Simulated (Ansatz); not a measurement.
Take Mg2Sn (space group Fm-3m, No. 225; relaxed with 0.1 eV smearing) as the base.

```yaml
crystal:
  lattice:
    - [0.00000, 3.37356, 3.37356]
    - [3.37356, 0.00000, 3.37356]
    - [3.37356, 3.37356, 0.00000]
  atoms:
    - { symbol: Mg, position: [0.25000, 0.25000, 0.25000] }
    - { symbol: Mg, position: [0.75000, 0.75000, 0.75000] }
    - { symbol: Sn, position: [0.00000, 0.00000, 0.00000] }
```

Cartesian axes are those of the cell as printed.

Calculations: PBEsol, PAW, 420 eV (Ansatz, a program for electronic structure; no spin-orbit coupling).

Before the change:

The pressure is 0.0 GPa. The shortest interatomic distance comes out as 2.922 Å.

Now apply this change: biaxial strain +2.50 %, plane normal [001], relaxed out of plane (Cartesian); in-plane vectors clamped, the third vector and the atoms free.

### Question
What happens to the pressure?

### Answer
The pressure (mean of the normal stresses, compression positive) goes from zero to -1.2 GPa.

### Question
What does the calculation give for the ratio −ε⊥/ε∥ after the change?

### Answer
The ratio −ε⊥/ε∥ amounts to 0.74.

### Question
Estimate the effect on the shortest interatomic distance.

### Answer
The shortest interatomic distance increases by 0.031 Å to 2.953 Å.

### Question
How does this affect the energy relative to the base?

### Answer
The energy goes up by 7.7 meV/atom.

Stability against distortions was not tested.
